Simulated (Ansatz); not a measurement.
# SiS2: response to strain

Start from SiS₂ (space group Ibam, No. 72; a = 5.8031 Å, b = 9.8918 Å, c = 5.5455 Å; made of chains). Axes: x, y, z lie along a, b, c of the conventional cell.

Strains are applied to the cell and any free atomic positions relax; under biaxial strain the out-of-plane vector relaxes too.

Computed with Kohn–Sham DFT with the r2SCAN functional, run in Ansatz (an electronic-structure program) with PAW and 500 eV plane waves, scalar-relativistic without spin-orbit coupling.

Notes on the quantities. pressure: mean of the normal stresses, compression positive.

| change | pressure | smallest direct gap | out-of-plane strain |
|---|---|---|---|
| base | 0.00 GPa | 3.61 eV | – |
| biaxial strain −0.55 %, plane normal [001], relaxed out of plane | 0.05 GPa | 3.59 eV | +0.01 % |
| biaxial strain +0.47 %, plane normal [001], relaxed out of plane | -0.03 GPa | 3.62 eV | -0.01 % |
| biaxial strain +1.08 %, plane normal [001], relaxed out of plane | -0.07 GPa | ___ | -0.02 % |
| biaxial strain +1.59 %, plane normal [001], relaxed out of plane | ___ | 3.66 eV | -0.02 % |
| biaxial strain +2.39 %, plane normal [001], relaxed out of plane | -0.14 GPa | 3.68 eV | -0.03 % |
| biaxial strain +3.28 %, plane normal [001], relaxed out of plane | -0.18 GPa | 3.71 eV | -0.03 % |
| biaxial strain +3.54 %, plane normal [001], relaxed out of plane | -0.18 GPa | 3.72 eV | -0.04 % |
| isotropic strain +1.22 % | -0.59 GPa | 3.66 eV | – |

**Question.** Complete the table.

**Answer.** 
- biaxial strain +1.08 %, plane normal [001], relaxed out of plane, smallest direct gap: 3.64 eV
- biaxial strain +1.59 %, plane normal [001], relaxed out of plane, pressure: -0.10 GPa

A biaxial case was relaxed in a doubled cell and then solved in the primitive one. No phonon test of stability was made. No dispersion term is included, though the crystal is made of layers, chains or molecules, so its spacings can come out too wide.
